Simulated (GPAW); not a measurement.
GPAW run on FeCo (Pm-3m, 2 atoms in the cell): self-consistent single point.

Level of theory: PBE, GPAW PAW datasets PBE (gpaw-data 1.0.1) (plane waves; GPAW).

```yaml
crystal:
  lattice:
    - [2.83903, 0.00000, 0.00000]
    - [0.00000, 2.83903, 0.00000]
    - [0.00000, 0.00000, 2.83903]
  atoms:
    - { symbol: Fe, position: [0.00000, 0.00000, 0.00000], spin: 4.0 }
    - { symbol: Co, position: [0.50000, 0.50000, 0.50000], spin: 3.0 }
```
(The spins are starting values, not results.)

Reference input (self-consistent single point, DFT PBE, plane waves, GPAW PAW datasets PBE (gpaw-data 1.0.1)): spinpol = true; mode = pw; ecut = 850 eV; xc = PBE; kpts = 15 15 15; mesh shift (steps) = 0 0 0; occupations.name = methfessel-paxton; occupations.width = 0.2 eV; occupations.order = 0; nbands = -10; symmetry.symmorphic = false; symmetry.tolerance = 0.0005. This run's input differs from it in these lines:

```diff
@@ -17,3 +17,3 @@
             xc='PBE',
-            kpts=(15, 15, 15),
+            kpts=(1, 1, 1),
             occupations={'name': 'methfessel-paxton', 'width': 0.2, 'order': 0},
```

The program printed (abridged):

```
     iter     time        total  log10-change:  magmom
                         energy   eigst   dens
iter:   1 --:--:--   -23.422011                   +7.0116
iter:   2 --:--:--   -23.639127   -1.33  -1.34    +5.6035
iter:   3 --:--:--   -23.940940   -1.45  -1.40    +5.0172
iter:   4 --:--:--   -23.974293   -3.26  -1.47    +5.1458
iter:   5 --:--:--   -27.069894   -1.98  -1.46    +5.1961
   [... 69 lines left out ...]
iter:  75 --:--:--   -23.574563   -3.78  -1.75    +5.0000
iter:  76 --:--:--   -23.610773   -3.64  -1.93    +5.0000
iter:  77 --:--:--   -23.530542   -2.94  -1.85    +5.0000
   [... lines left out ...]
iter: 100 --:--:--   -23.487024   -3.41  -2.64    +5.0000

Did not converge!

Here are some tips:

1) Make sure the geometry and spin-state is physically sound.
2) Use less aggressive density mixing.
3) Solve the eigenvalue problem more accurately at each scf-step.
4) Use a smoother distribution function for the occupation numbers.
5) Try adding more empty states.
6) Use enough k-points.
7) Don't let your structure optimization algorithm take too large steps.
8) Solve the Poisson equation more accurately.
9) Better initial guess for the wave functions.

See details here:

    https://gpaw.readthedocs.io/documentation/convergence.html
Traceback (most recent call last):
   [... frames left out ...]
gpaw.KohnShamConvergenceError: Did not converge!  See text output for help.
```

The run ended unconverged after 100 iterations. 

The starting cell comes from a database of computed structures (which also holds hypothetical and non-ambient phases and stackings), without a prior relaxation at this level.
